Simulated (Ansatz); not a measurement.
Results of r²SCAN (Ansatz, a quantum-chemistry and plane-wave program, PAW) for Al₂O (model structure, Fm-3m, No. 225, 3 atoms in the cell).

Numerical settings: plane-wave cutoff 560 eV, 18×18×18 k mesh, Fermi–Dirac smearing 0.05 eV, scalar-relativistic PAW data made under PBE.

Cell (relaxed at this level):

```cif
data_Al2O
_chemical_formula_sum 'Al2 O1'
_space_group_name_H-M_alt 'P 1'
_space_group_IT_number 1
_cell_length_a 3.97789
_cell_length_b 3.97789
_cell_length_c 3.97789
_cell_angle_alpha 60.000
_cell_angle_beta 60.000
_cell_angle_gamma 60.000
loop_
_space_group_symop_operation_xyz
  'x, y, z'
loop_
_atom_site_label
_atom_site_type_symbol
_atom_site_fract_x
_atom_site_fract_y
_atom_site_fract_z
_atom_site_occupancy
Al1 Al 0.25000 0.25000 0.25000 1
Al2 Al 0.75000 0.75000 0.75000 1
O1 O 0.00000 0.00000 0.00000 1
```

**Question.** What does this level give for the bulk modulus?

**Answer.** 
- bulk modulus = 60.7 GPa

The run finds no gap.

Note: the bulk modulus is −V dP/dV from two relaxed cells at ±2 % in volume; the relaxation could raise the start's symmetry but not lower it, so the cell can be a saddle point.

Computed values are for the static lattice.

A model structure was made by putting elements into a prototype or built by hand; it is no filed structure, need not be a known phase, and can be a saddle point held by its symmetry.
